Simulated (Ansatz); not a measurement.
Results of LDA (plane waves, PAW; Ansatz, a program for electronic structure) for Pt3AlC (model structure, started from the Ni3MgC type, Pm-3m, No. 221, 5 atoms in the cell).

Numerical settings: plane-wave cutoff 520 eV, 14×14×14 k mesh, Fermi–Dirac smearing 0.05 eV, scalar-relativistic PAW data made under PBE.

Cell (relaxed at this level):

AlPt$_{3}$C has the cubic space group Pm-3m (No. 221), the anti-perovskite structure, Pearson symbol cP5. Conventional cell: a = b = c = 4.1077 Å, α = β = γ = 90.00°. Al on 1a is surrounded by 12 Pt at 2.905 Å (cuboctahedral). Pt on 3c is surrounded by 2 C at 2.054 Å and 8 Pt at 2.905 Å and 4 Al at 2.905 Å. C on 1b sees 6 Pt at 2.054 Å (octahedral). (Neighbours: up to the widest gap in distance over summed covalent radii, below 1.35, at either atom; cation-cation and far metal-metal contacts left out.)

Problem. What does this level give for the bulk modulus?

Solution. 
bulk modulus: 242 GPa

The run finds no gap.

Note: the bulk modulus is −V dP/dV from two relaxed cells at ±2 % in volume; the relaxation could raise the start's symmetry but not lower it, so the cell can be a saddle point.

Spin–orbit coupling is not included; it can open a gap where bands touch, and shift volumes and moduli.

A model structure was made by putting elements into a prototype or built by hand; it is no filed structure, need not be a known phase, and can be a saddle point held by its symmetry.
